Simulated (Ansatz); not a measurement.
H interstitial started on Cl in rock-salt NaCl (the name describes the start): one set of geometries, relaxed with PBE, evaluated in Ansatz (PAW, plane waves to 420 eV, 500 eV under r2SCAN) with PBE, r2SCAN.

Cell and caveats: 64-site cell; 2×2×2 shifted k-points; start: bound to Cl, open side; charged states image-corrected; not converged in cell size.

| quantity | PBE | r2SCAN |
|---|---|---|
| host gap (eV) | 4.99 | ? |
| ε(+1/0) above the VBM (eV), not thermodynamic with PBE | 3.39 | ? |
| ε(0/−1) above the VBM (eV), not thermodynamic with PBE | 3.08 | ? |
| neutral formation energy against H2 molecule in a box (eV) | 2.51 | ? |
| largest moment on one atom at charge 0 (μB) | 0.65 | ? |

Problem. Given the lower rungs, what does r2SCAN give?

Solution. 
- host gap (eV), r2SCAN: 5.78
- ε(+1/0) above the VBM (eV), not thermodynamic with PBE, r2SCAN: 3.53
- ε(0/−1) above the VBM (eV), not thermodynamic with PBE, r2SCAN: 3.53
- neutral formation energy against H2 molecule in a box (eV), r2SCAN: 2.47
- largest moment on one atom at charge 0 (μB), r2SCAN: 0.69

Ansatz is a quantum-chemistry and plane-wave program.
